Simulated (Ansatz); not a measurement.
Take Cu in the fcc (Cu type) structure (space group Fm-3m, No. 225) as the base.

```
CELL_PARAMETERS angstrom
      0.00000     1.81440     1.81440
      1.81440     0.00000     1.81440
      1.81440     1.81440     0.00000
ATOMIC_POSITIONS crystal
  Cu 0.00000 0.00000 0.00000
```

All numbers come from plane-wave PAW DFT at the PBE level (Ansatz, a program for electronic structure, 420 eV), no SOC, earlier PAW set.

Base values:

| Quantity | Result |
|---|---|
| Volume per atom | 11.95 Å³ |
| Band gap | zero |

One thing is altered: every Cu is replaced by Pb, then cell and atoms are relaxed.

Predict the new volume per atom and band gap.

The volume per atom increases by 19.949 Å³, from 11.95 Å³ to 31.89 Å³; the band gap stays zero.

No phonon test of stability was made. All final runs are without spin polarisation.
